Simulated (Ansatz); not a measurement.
Take Rb2LiScF6 (space group Fm-3m, No. 225; a = 8.307 Å; a cell from a computed database, its experimental status unchecked) as the base.

Method: Kohn–Sham DFT with the r2SCAN functional, run in Ansatz (a quantum-chemistry and plane-wave program) with PAW and 500 eV plane waves, no SOC.

Base values:

Lattice parameter a: 8.307 Å
Band gap: 7.58 eV
Gap character: direct at Γ

Perturbation: Cs takes the place of Li on all its sites, then cell and atoms are relaxed.

What does the calculation give for the electron mass after the change?

The electron mass comes out as 0.53 mₑ (at Γ).

How does this affect the lattice parameter a?

The lattice parameter a rises by 1.239 Å to 9.546 Å.

Estimate the effect on the band gap.

The band gap shrinks by 0.99 eV (7.58 eV → 6.59 eV).

Predict the new gap character.

The gap character changes from direct at Γ to indirect, X → Γ.

Effective masses come from finite differences of ±0.01 Å⁻¹. No phonon test of stability was made. For CsRb2ScF6 in this form, whether it has been made was not checked. The final runs are not spin-polarised.
